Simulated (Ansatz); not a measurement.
Data:

```
CELL_PARAMETERS angstrom
      3.54834     0.00000     0.00000
      1.77417     3.07295     0.00000
      1.77417    -1.02432     2.94907
ATOMIC_POSITIONS crystal
  Be 0.99852 0.00074 0.00222
  Se 0.50148 0.24926 0.74778
```

No spin polarisation.

Level of theory: Kohn–Sham DFT with the LDA functional, run in Ansatz (a first-principles code) with PAW and 420 eV plane waves, without spin-orbit coupling. k-mesh 11×11×11 (Γ-centred); smearing 0.05 eV (Fermi–Dirac).

### Question
Predict the gap character.

### Answer
Indirect, Γ → F.

### Question
What is the computed band gap?

### Answer
2.30 eV.

The cells carry an imposed strain or load. No phonon test of stability was made. The cell was made from BeSe in the zinc blende structure (space group F-43m, No. 216) by this change: biaxial strain −1.25 %, plane normal [111], relaxed out of plane.
